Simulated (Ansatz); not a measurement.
**MoS2 in the 3R-MoS2 type structure (space group R3m, No. 160; layered, stacked along the Cartesian z axis)**

MoS2 is taken in the trigonal space group R3m, hexagonal axes (No. 160), Pearson symbol hR3. Lattice parameters: a = b = 3.153 Å, c = 17.991 Å, α = β = 90.00°, γ = 120.00°. Mo on 3a has 6 S at 2.399 Å (trigonal prismatic). S1 on 3a is surrounded by 3 Mo at 2.399 Å (trigonal pyramidal). S2 on 3a is surrounded by 3 Mo at 2.400 Å (trigonal pyramidal). (Neighbours: up to the widest gap in distance over summed covalent radii, below 1.35, at either atom; cation-cation and far metal-metal contacts left out.)
(The calculation used a cell of 3 atoms; values per cell refer to that cell.)

Computed with PBE-D3(BJ) (Ansatz, a program for electronic structure), without spin-orbit coupling. k-mesh 12×12×12 (Γ-centred); smearing 0.05 eV (Fermi–Dirac).

The volume per atom comes out as 17.21 Å³ and the density comes out as 5.15 g/cm³. The band gap comes out as 0.77 eV, indirect, T → Γ–S₀ (56 % along). The hole mass is 1.0 mₑ along k, 0.59 mₑ across and the total energy is -2254.683 eV/atom (σ→0; compares only within this code and set-up).

Masses are band curvatures over ±0.01 Å⁻¹ around the edge. Along k means along the line from Γ to the band edge. Stability against distortions was not tested.
